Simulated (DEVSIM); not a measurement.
Structure: Schottky contact on n-type GaSb, at 300 K.

| layer (left to right) | material | thickness (μm) | Nd (cm⁻³) | τn (s) | τp (s) |
|---|---|---|---|---|---|
| 1 | GaSb | 0.310 | 2.6e15 | 1.7e-9 | 1.7e-9 |

Left contact: Schottky, work function 4.39 eV, emission velocity 4.5e6 cm/s. Right contact: ohmic. Voltage is applied to the left contact. Recombination: SRH at mid-gap, radiative. Mobility is μmin + (μ − μmin)/(1 + (N/Nref)^α).

This is a model device: material constants are rounded textbook-type values typed into the input, and sizes, dopings and lifetimes were drawn at random. Values at 300 K.

```
parameter        GaSb
-------------  ------
gap (eV)        0.726
affinity (eV)    4.06
permittivity     15.7
Nc (cm⁻³)      2.1e17
Nv (cm⁻³)      1.8e19
μn (cm²/Vs)      5000
μp (cm²/Vs)       850
μn,min           1000
μp,min            190
Nref,n         2.8e17
Nref,p           9e17
αn               1.05
αp               0.65
B (cm³/s)       1e-10
```

DEVSIM, 1D drift-diffusion, Boltzmann statistics, complete ionisation; no tunnelling, impact ionisation, image-force lowering or self-heating. Metal contacts follow the ideal Schottky-Mott rule: no Fermi-level pinning, no interface dipoles.

The metal work function was swept, all else fixed.

| metal work function (eV) | potential step across the device at zero bias (V) | largest field in the device at zero bias (V/cm) |
|---|---|---|
| 4.24 | 0.066 | 5100 |
| 4.29 | 0.116 | 7500 |
| 4.34 | 0.166 | 9500 |
| 4.39 | 0.216 | 11000 |
| 4.44 | 0.266 | 13000 |
| 4.49 | 0.316 | 15000 |
| 4.54 | 0.366 | 17000 |
| 4.59 | 0.416 | 19000 |

From the first row to the last the potential step across the device at zero bias goes from 0.066 to 0.416. From the first row to the last the largest field in the device at zero bias goes from 5100 to 19000.
